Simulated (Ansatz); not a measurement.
C (model structure, Cmmm, No. 65, 8 atoms in the cell) was calculated with HSE06 (PAW; Ansatz, a program for electronic structure).

Excerpt of the program's output:

```
WARN output.stress: scf.exx.energy_threshold = 1e-6 eV is looser than the 8e-8 eV advised for a stress under a hybrid functional (1e-8 eV for each atom of the …
Crystal: 8 atoms, lattice volume = 46.166 Å³
Basis set: ecut = 460 eV, 1053 PW (Γ), exchange–correlation on 72×72×36 points (8 copies of the dense FFT grid, shifted against one another)
Bands: 24, of which v1, the nominal top of the filled ones, is band 16 counted from 1 (15 counted from 0)
Symmetry: 8 space group operations
Space group: Cmmm (ITA 65), of the structure as read, at distance tolerance 3.6e-5 Å
k-points: 65 of 288
SCF iter   1: F=—  HF=-2005.436899 eV  |F-HF|=—  |Δ(HF+E_count)|=         —  Δρ=4.65e-3  dr2=5.29e-3
SCF iter   2: F=-2005.436891 eV  HF=-2005.436705 eV  |F-HF|=1.86e-4  |Δ(HF+E_count)|=   1.94e-4  Δρ=2.23e-3  dr2=8.61e-4
Crystal: 8 atoms, lattice volume = 46.166 Å³
Initial density: handed on by an earlier stage of this run
  ...
Crystal: 8 atoms, lattice volume = 46.166 Å³
SCF iter   3: F=—  HF=-2005.961814 eV  |F-HF|=—  |Δ(HF+E_count)|=   2.43e-7  Δρ=5.86e-6  dr2=1.57e-8
SCF iter   4: F=-2005.961814 eV  HF=-2005.961814 eV  |F-HF|=4.18e-11  |Δ(HF+E_count)|=   4.96e-9  Δρ=9.00e-7  dr2=3.21e-10
SCF 3 converged in 4 iterations: F = -2005.961814 eV  dr2 = 3.21e-10
Free energy (F): -2005.961814 eV
Internal energy: -2005.961814 eV  (E = F + TS)
E sigma→0 (E₀):  -2005.961814 eV
Fermi energy:    14.844453 eV
--- Forces (eV/Å), atoms counted from 1 ---
  atom   1  C      0.09906904     0.05058893     0.00000000
  atom   2  C     -0.09906904    -0.05058893     0.00000000
  atom   3  C      0.09906904    -0.05058893     0.00000000
  atom   4  C     -0.09906904     0.05058893     0.00000000
  atom   5  C      0.01904630     0.02689852     0.00000000
  atom   6  C     -0.01904630    -0.02689852     0.00000000
  atom   7  C      0.01904630    -0.02689852     0.00000000
  atom   8  C     -0.01904630     0.02689852     0.00000000
--- Stress (GPa, compression-positive) ---
       -3.753766       0.000000       0.000000
        0.000000      -3.176563       0.000000
        0.000000       0.000000      -2.795295
  P = ⅓ Tr σ = -3.2419 GPa (-32.419 kbar)
```

### Question
Write an input file that could have produced this run (the log leaves some choices open).

### Answer
Several could match; the one computed here: 
Ansatz 0.2 input:
```yaml
crystal:
  lattice:
    - [2.1162436212, -4.3609989288, 0.0]
    - [2.1162436212, 4.3609989288, 0.0]
    - [0.0, 0.0, 2.5011681063]
  atoms:
    - { symbol: C, position: [0.4045938121, 0.2261459321, 0.0] }
    - { symbol: C, position: [0.5954061879, 0.7738540679, 0.0] }
    - { symbol: C, position: [0.2261459321, 0.4045938121, 0.0] }
    - { symbol: C, position: [0.7738540679, 0.5954061879, 0.0] }
    - { symbol: C, position: [0.0184321428, 0.3517460046, 0.5] }
    - { symbol: C, position: [0.9815678572, 0.6482539954, 0.5] }
    - { symbol: C, position: [0.3517460046, 0.0184321428, 0.5] }
    - { symbol: C, position: [0.6482539954, 0.9815678572, 0.5] }
basis:
  ecutwfc: 460
  ecutrho_ratio: 4
  xc_grid: 2
kpoints:
  mp_grid: { grid: [6, 6, 8] }
  band_path: { path: [[0, 0, 0], [-0.5, 0.5, 0.291667]], npoints: 1 }
hamiltonian:
  xc: hse06
  dispersion: none
  pseudopotentials: { kind: paw }
scf:
  occupations: { method: fermi_dirac, width: 0.01 }
  convergence: { dr2_threshold: 0.0000000008 }
output:
  forces: true
  stress: true
  eigenvalues: true
  write_bands: true
```

The PAW data were made under PBE.

Note: the relaxation could raise the start's symmetry but not lower it, so the cell can be a saddle point. Note: cell and atoms aren't relaxed at this level (largest force component 0.10 eV/Å, pressure -3.2 GPa).

A model structure was made by putting elements into a prototype or built by hand; it is no filed structure, need not be a known phase, and can be a saddle point held by its symmetry.
